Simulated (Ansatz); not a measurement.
**PbS, response to strain**

The reference is PbS in the rock salt structure (space group Fm-3m, No. 225).

```
CELL_PARAMETERS angstrom
      0.00000     2.92251     2.92251
      2.92251     0.00000     2.92251
      2.92251     2.92251     0.00000
ATOMIC_POSITIONS crystal
  Pb 0.00000 0.00000 0.00000
  S  0.50000 0.50000 0.50000
```

Strains are applied to the cell and any free atomic positions relax.

Computed with LDA, PAW, 420 eV (Ansatz, a program for electronic structure; no SOC).

Candidates:
(a) isotropic strain −0.50 %
(b) isotropic strain +2.50 %
(c) isotropic strain +1.50 %
(d) isotropic strain +3.00 %

For the base:

| Quantity | Value |
|---|---|
| Band gap | 0.06 eV |

### Question
Order them by band gap, lowest first.

### Answer
(a) isotropic strain −0.50 % (zero), (c) isotropic strain +1.50 % (0.23 eV), (b) isotropic strain +2.50 % (0.33 eV), (d) isotropic strain +3.00 % (0.38 eV)

With Pb present, leaving out spin-orbit coupling can change the band edges. Whether these cells are dynamically stable was not tested. The final runs are not spin-polarised. A zero or small gap of PbS can be the functional's error rather than a property of the material.
